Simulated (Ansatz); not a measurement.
We consider CsCl-type CoGa, described by PBE in Ansatz (PAW).

Numerical settings: plane-wave cutoff 520 eV, 22×22×22 k mesh, Fermi–Dirac smearing 0.035 eV (set by the program), no spin polarisation, scalar-relativistic PAW data made under PBE.

Computed at the level's own relaxed cell.

Elastic tensor (GPa, Voigt notation, ions relaxed):

```
  218.9   155.7   155.7     0.0     0.0     0.0
  155.7   218.9   155.7     0.0     0.0     0.0
  155.7   155.7   218.9     0.0     0.0     0.0
    0.0     0.0     0.0   105.7     0.0     0.0
    0.0     0.0     0.0     0.0   105.7     0.0
    0.0     0.0     0.0     0.0     0.0   105.7
```

Worked from these constants: the tetragonal shear constant is C′ = (C11 − C12)/2 = 31.6 GPa against C44 = 105.7 GPa, so the tetragonal shear is the softer. The Zener ratio C44/C′ is 3.34 (1 for an isotropic solid), and the Cauchy pressure C12 − C44 is 50.0 GPa. With C11 + 2C12 = 530.3 GPa all three Born conditions hold; they don't test modes at the zone boundary.

The computed numbers hold no vibrational or temperature effects.

Ansatz is an electronic-structure program.
